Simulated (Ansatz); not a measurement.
CaAlHO₂ (model structure, started from the SrVO2H type, P4/mmm, No. 123, 5 atoms in the cell), treated with G0W0@PBEsol (Ansatz, an electronic-structure program, plane waves, hard PAW, contour deformation, complete-basis limit).

Run with largest k mesh 6×6×8 (not extrapolated in the mesh).

Cell (relaxed with PBEsol):

Space group P4/mmm (No. 123); a = b = 3.728 Å, c = 3.448 Å, α = β = γ = 90.00°

```tsv
atom	site	symmetry	x	y	z
Ca	1d	4/mmm	0.5000	0.5000	0.5000
Al	1a	4/mmm	0.0000	0.0000	0.0000
O	2f	mmm.	0.0000	0.5000	0.0000
H	1b	4/mmm	0.0000	0.0000	0.5000
```

Estimate the band gap that the calculation returns.


band gap: 6.32 eV (indirect)

Note: the relaxation could raise the start's symmetry but not lower it, so the cell can be a saddle point; the gap holds a correction of +0.55 eV to the complete basis.

Computed values are for the static lattice.

Computing time: roughly 3 core-hours.

A model structure was made by putting elements into a prototype or built by hand; it is no filed structure, need not be a known phase, and can be a saddle point held by its symmetry.
